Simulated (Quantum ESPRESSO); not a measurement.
Worked example: self-consistent single point of VOF (R-3m, 6 atoms in the cell) in Quantum ESPRESSO.

Method of the run: LDA (PZ), GBRV 1.5 ultrasoft (LDA) pseudopotentials (plane waves; Quantum ESPRESSO).

The change in words: lattice scaled by 0.98. Reference geometry:
```
CELL_PARAMETERS angstrom
      1.72039     0.99327     6.02031
     -1.72039     0.99327     6.02031
      0.00000    -1.98654     6.02031
ATOMIC_POSITIONS crystal
  V  0.23946 0.23946 0.23946
  V  0.76054 0.76054 0.76054
  O  0.12491 0.12491 0.12491
  O  0.87509 0.87509 0.87509
  F  0.37335 0.37335 0.37335
  F  0.62665 0.62665 0.62665
```
Moments meant for the start (each program seeds them in its own way; μB, in the order of the atoms V V O O F F): 2.0 2.0 0.0 0.0 0.0 0.0.

Reference input (self-consistent single point, DFT, LDA (PZ), plane waves, GBRV 1.5 ultrasoft (LDA) pseudopotentials): ecutwfc = 50 Ry; ecutrho = 400 Ry; occupations = smearing; smearing = fd; degauss = 0.00147 Ry; nspin = 2; potentials = {V: v_lda_v1.4.uspp.F.UPF, O: o_lda_v1.2.uspp.F.UPF, F: f_lda_v1.4.uspp.F.UPF}; K_POINTS = automatic 6 6 6 0 0 0; conv_thr = 1e-10 Ry; mixing_beta = 0.3. This run's input differs from it in these lines:

```diff
@@ -28,5 +28,5 @@
 CELL_PARAMETERS {angstrom}
-   1.720395130     0.993270591     6.020310000
-  -1.720395130     0.993270591     6.020310000
-   0.000000000    -1.986541183     6.020310000
+   1.685987247     0.973405191     5.899904000
+  -1.685987247     0.973405191     5.899904000
+   0.000000000    -1.946810382     5.899904000
 ATOMIC_POSITIONS {crystal}
```

Log, with long lists cut:

```
     Self-consistent Calculation

     iteration #  1     ecut=    50.00 Ry     beta= 0.30

     negative rho (up, down):  1.120E-04 8.932E-04

     total energy              =    -451.98722210 Ry
     estimated scf accuracy    <       1.36613835 Ry

     total magnetization       =     4.00 Bohr mag/cell
     absolute magnetization    =     4.04 Bohr mag/cell

     iteration #  2     ecut=    50.00 Ry     beta= 0.30

     negative rho (up, down):  5.903E-05 1.177E-03

     total energy              =    -452.26016782 Ry
     estimated scf accuracy    <       0.16371569 Ry

     total magnetization       =     4.00 Bohr mag/cell
   [... lines left out ...]

     total magnetization       =     4.00 Bohr mag/cell
     absolute magnetization    =     4.27 Bohr mag/cell

     iteration # 16     ecut=    50.00 Ry     beta= 0.30

     negative rho (up, down):  0.000E+00 3.215E-03

     Magnetic moment per site  (integrated on atomic sphere of radius R)
     atom   1 (R=0.134)  charge=  9.8866  magn=  1.5917
     atom   2 (R=0.134)  charge=  9.8866  magn=  1.5917
     atom   3 (R=0.134)  charge=  5.5679  magn= -0.0545
     atom   4 (R=0.134)  charge=  5.5679  magn= -0.0545
     atom   5 (R=0.144)  charge=  6.8101  magn=  0.0078
     atom   6 (R=0.144)  charge=  6.8101  magn=  0.0078
     End of self-consistent calculation

     the Fermi energy is    12.1805 ev

!    total energy              =    -452.29013449 Ry
     estimated scf accuracy    <          2.4E-11 Ry
     smearing contrib. (-TS)   =      -0.00000001 Ry
     internal energy E=F+TS    =    -452.29013449 Ry

     total magnetization       =     4.00 Bohr mag/cell
     absolute magnetization    =     4.27 Bohr mag/cell

     convergence has been achieved in  16 iterations

     negative rho (up, down):  0.000E+00 3.215E-03

     Forces acting on atoms (cartesian axes, Ry/au):

     atom    1 type  1   force =     0.00000000   -0.00000000   -0.00582305
     atom    2 type  1   force =    -0.00000000    0.00000000    0.00582305
     atom    3 type  2   force =     0.00000000    0.00000000    0.00456800
   [... lines left out ...]
     Total force =     0.011778     Total SCF correction =     0.000016
   [... lines left out ...]

     negative rho (up, down):  0.000E+00 3.215E-03
          total   stress  (Ry/bohr**3)                   (kbar)     P=     -111.40
  -0.00077524   0.00000000  -0.00000000         -114.04        0.00       -0.00
   0.00000000  -0.00077524   0.00000000            0.00     -114.04        0.00
   0.00000000   0.00000000  -0.00072139            0.00        0.00     -106.12

   JOB DONE.
```

The run converged in 16 iterations. Against the reference run the free energy goes down by 60.4 meV/atom, the pressure goes from -20.66 to -11.14 GPa, the largest force goes from 0.511 to 0.150 eV/Å, the gap on the mesh goes from 0.454 to 0.513 eV and the size of the net moment stays at 0.67 μB/atom.

The starting cell comes from a database of computed structures (which also holds hypothetical and non-ambient phases and stackings), without a prior relaxation at this level. For this run, on top of that: lattice scaled by 0.98. The magnetic order is the one reached from the typed start; others were not searched systematically. With a pressure of about -11 GPa the cell is away from its equilibrium volume at this level.

Cost on one core of a shared machine: roughly 6 min.
